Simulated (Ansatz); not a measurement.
Base system: SiO2 (space group P4_12_12, No. 92; a = 5.0289 Å, c = 7.0108 Å). Axes: x, y, z lie along a, b, c of the conventional cell.

Level of theory: PBEsol (Ansatz, a program for electronic structure; PAW; 420 eV plane waves; no spin-orbit coupling), earlier PAW set.

For the base:

The valence-band top at Γ comes out as 0.00, -0.28, -0.28 eV.

Now apply this change: biaxial strain −2.63 %, plane normal [001], relaxed out of plane (Cartesian); in-plane vectors clamped, the third vector and the atoms free.

**Question.** What does the calculation give for the valence-band top at Γ after the change?

**Answer.** The valence-band top at Γ (three highest levels, from the VBM) goes from 0.00, -0.28, -0.28 eV to 0.00, -0.35, -0.35 eV.

**Question.** Predict the new in-plane stress.

**Answer.** The mean in-plane stress (compression positive) is +1.5 GPa.

**Question.** What does the calculation give for the ratio −ε⊥/ε∥ after the change?

**Answer.** The ratio −ε⊥/ε∥ is -0.31.

The levels and masses belong to the bands next to the band gap. Whether these cells are dynamically stable was not tested.
